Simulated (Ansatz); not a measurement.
HfO2: uniaxial stress, 5 GPa tension along z

Start from HfO2 in the rutile structure (space group P4_2/mnm, No. 136; a = 4.830 Å, c = 3.210 Å; a cell from a computed database, its experimental status unchecked). Axes: x, y, z lie along a, b, c of the conventional cell.

One thing is altered: uniaxial stress, 5 GPa tension along z, with the cell and atoms free to relax against it.

Calculations: Ansatz (a program for electronic structure) PBEsol, no spin-orbit coupling. k-mesh 7×7×10 (Γ-centred); smearing 0.05 eV (Fermi–Dirac).

The volume per atom increases by 0.06 Å³, from 12.48 Å³ to 12.54 Å³ and the space group is still P4_2/mnm (No. 136). The shortest interatomic distance falls by 0.004 Å to 2.080 Å and the energy rises by 2.7 meV/atom. The band gap grows by 0.024 eV to 3.92 eV and the gap character stays direct at Γ. The width of the top valence band hardly moves (1.29 eV against 1.28 eV) and the electron mass goes from 0.61 mₑ along c, 0.79 mₑ across (at Γ) to 0.63 mₑ along z, 0.84 mₑ across (at Γ). The valence-band top at Γ (three highest levels, from the VBM) becomes 0.00, -0.36, -0.36 eV (base: 0.00, -0.39, -0.39 eV) and the strain response (xx, yy, zz) is (−0.44, −0.44, +1.37) %. The secant Young's modulus along z is 360 GPa and the mean lateral Poisson ratio is 0.32.

Final structure:

```
CELL_PARAMETERS angstrom
      4.80894     0.00000     0.00000
      0.00000     4.80894     0.00000
      0.00000     0.00000     3.25364
ATOMIC_POSITIONS crystal
  Hf 0.00000 0.00000 0.00000
  Hf 0.50000 0.50000 0.50000
  O  0.19418 0.80582 0.50000
  O  0.80582 0.19418 0.50000
  O  0.69418 0.69418 0.00000
  O  0.30582 0.30582 0.00000
```

With Hf present, leaving out spin-orbit coupling can change the band edges. Effective masses come from finite differences of ±0.01 Å⁻¹. Beyond what the load breaks, stability against distortions was not tested. This is not the structure that HfO2 has at room temperature and ambient pressure.
